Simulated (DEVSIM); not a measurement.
Simulated with DEVSIM: 1D Poisson equation in equilibrium, Boltzmann statistics, complete ionisation; no quantum confinement or tunnelling. Metal contacts follow the ideal Schottky-Mott rule: no Fermi-level pinning, no interface dipoles.

Structure: Ti/SiO2/p-Ge capacitor, at 300 K.

```
layer (left to right)  material  thickness (nm)  Na (cm⁻³)
---------------------  --------  --------------  ---------
1                          SiO2            43.0          -
2                            Ge            1400     1.8e17
```

Metal gate on the left, work function 4.33 eV. Fixed charge at the semiconductor interface 3.6e11 cm⁻² (in units of +e); no interface traps.

Constants are typed, rounded textbook-type inputs, not results; the design itself was drawn at random and stands for no fabricated device. Values at 300 K.

```csv
parameter,SiO2,Ge
gap (eV),9,0.664
affinity (eV),0.9,4
permittivity,3.9,16
Nc (cm⁻³),-,1.04e19
Nv (cm⁻³),-,6e18
```

One input was changed, with this effect: capacitance of the dielectric stack little changed (0.0803 μF/cm²); minimum of the low-frequency capacitance 0.0607 → 0.0671 μF/cm²; flat-band voltage -0.96 → -1.44 V.

Problem. Which change was it?
A) gate work function 4.33 → 4.48 eV
B) SiO2 thickness 0.043 → 0.052 μm
C) substrate doping 1.8e+17 → 9e+15 cm^-3
D) interface trap density 0 → 1e+12 cm^-2 eV^-1

Solution. D, interface trap density 0 → 1e+12 cm^-2 eV^-1
